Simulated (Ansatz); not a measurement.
The starting structures come from a database of crystals and need not be the phases stable at ambient conditions.

 Where the default PAW files enter, the runs use the earlier of Ansatz's two default sets.

Inside the gap of an insulator the Bloch states are evanescent, with a wavenumber k + iκ along the transport direction.

Data:

```xyz
12
Lattice="3.7714 0.0000 0.0000 1.8857 7.1568 -0.0089 0.0000 2.9975 7.7015" Properties=species:S:1:pos:R:3 pbc="T T T"
Tl     1.8857     5.2627     0.3605
Tl     3.7714     4.8916     7.3321
Cu     3.7714     7.8158     4.9222
Cu     1.8857     2.3385     2.7704
Cu     3.7714     5.7549     3.2679
Cu     1.8857     4.3994     4.4247
Cu     3.7714     2.6131     4.6052
Cu     1.8857     7.5412     3.0874
S      3.7714     7.4857     1.7177
S      1.8857     2.6686     5.9749
S      1.8857     6.4886     5.1798
S      3.7714     3.6657     2.5128
```

Space group of this cell: C2/m. The cell was relaxed by PBE-D3(BJ); by r2SCAN its mean pressure is 1.7 GPa.

Transport runs along the normal of the first two printed cell vectors.

The gap is the functional's own, uncorrected, and κ follows it; spin-orbit coupling is left out. Mid-gap values are interpolated between the computed energies.

Problem. Predict the band gap and the smallest decay constant κ at mid-gap from r2SCAN (Ansatz, a quantum-chemistry and plane-wave program).

Solution. Gap 0.70 eV on a 8×8×4 mesh; κ = 0.174 1/Å, at (0.000, 0.500) of the in-plane reciprocal vectors. At the zone centre, at the nearest computed energy, the slowest state has κ = 0.19 1/Å.
